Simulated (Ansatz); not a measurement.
For Pt3In (Pm-3m, No. 221, 4 atoms in the cell; start mp-20516), LDA (Ansatz, a quantum-chemistry and plane-wave program, PAW) gives:

equilibrium lattice constant a: 3.965 Å
bulk modulus: 246 GPa

Q: What does PBEsol in Ansatz (PAW) give for the same quantities?

A: 
- lattice constant a: 3.993 Å (rises by 0.7 %)
- bulk modulus: 228 GPa (drops by 7.3 %)

Changes are worked out from the printed values.

Unless a cell is named, each level is at its own relaxed cell (LDA 15.58, PBEsol 15.92 Å³/atom).

Levels without +SOC leave out spin–orbit coupling, which shifts energies and cells of such heavy elements.

Caveats: the bulk modulus is −V dP/dV from two relaxed cells at ±2 % in volume (LDA, PBEsol); the relaxation could not lower the start's symmetry, so the cell can be a saddle point above a distorted one (LDA, PBEsol). Ansatz's density-functional and Hartree–Fock values are scalar-relativistic unless marked +SOC, with PAW data made under PBE.

A start named mp-… is a Materials Project structure, which need not be a measured phase.
